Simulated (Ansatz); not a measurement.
Response to strain in GaAs

Take GaAs in the zinc blende structure (space group F-43m, No. 216) as the base.

```
GaAs
1.0
    0.00000     2.87279     2.87279
    2.87279     0.00000     2.87279
    2.87279     2.87279     0.00000
Ga As
1 1
Direct
  0.00000   0.00000   0.00000
  0.25000   0.25000   0.25000
```

Strains are applied to the cell and any free atomic positions relax.

Level of theory: Ansatz (a program for electronic structure) PBE, no spin-orbit coupling.

Computed cases, in order: isotropic strain −3.00 %; isotropic strain −2.50 %; isotropic strain −2.00 %; isotropic strain −1.50 %; isotropic strain −1.00 %; isotropic strain −0.50 %; the unstrained base; isotropic strain +1.00 %; isotropic strain +1.50 %; isotropic strain +2.00 %; isotropic strain +2.50 %; isotropic strain +3.00 %.

**Question.** Between which two neighbouring cases does the band gap open or close?

**Answer.** Between the unstrained base (0.16 eV) and isotropic strain +1.00 % (zero). The whole series: isotropic strain −3.00 %: 0.84 eV; isotropic strain −2.50 %: 0.73 eV; isotropic strain −2.00 %: 0.61 eV; isotropic strain −1.50 %: 0.49 eV; isotropic strain −1.00 %: 0.38 eV; isotropic strain −0.50 %: 0.27 eV; the unstrained base: 0.16 eV; isotropic strain +1.00 %: zero; isotropic strain +1.50 %: zero; isotropic strain +2.00 %: zero; isotropic strain +2.50 %: zero; isotropic strain +3.00 %: zero.

The mesh was chosen for an insulator and is coarse for the gapless case. Stability against distortions was not tested. All final runs are without spin polarisation. A zero or small gap of GaAs can be the functional's error rather than a property of the material.
